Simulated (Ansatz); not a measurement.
Take CdS in the zinc blende structure (space group F-43m, No. 216; a = 5.878 Å) as the base.

Computed with r2SCAN (Ansatz, a first-principles code, PAW, without spin-orbit coupling).

Strains are applied to the cell and any free atomic positions relax.

One change was made to it. Results:

```csv
quantity,base,after
gap character,direct at Γ,direct at Γ
"hole mass (degenerate bands, along [100])","0.16, 0.78, 0.78 mₑ (at Γ)","0.16, 0.82, 0.82 mₑ (at Γ)"
width of the top valence band,2.16 eV,2.06 eV
mean gap deformation potential ΔEg/Δln V,–,-2.3 eV
```

Q: Which of these changes matches the shifts?
A) isotropic strain +3.00 %
B) isotropic strain +2.00 %
C) isotropic strain +1.00 %
D) isotropic strain +2.50 %

A: C, isotropic strain +1.00 %. For comparison, the hole mass in the other runs: isotropic strain +2.00 % gives 0.16, 0.86, 0.86 mₑ (at Γ); isotropic strain +2.50 % gives 0.15, 0.88, 0.88 mₑ (at Γ); isotropic strain +3.00 % gives 0.15, 0.89, 0.89 mₑ (at Γ).

Masses are band curvatures over ±0.01 Å⁻¹ around the edge. Whether these cells are dynamically stable was not tested.
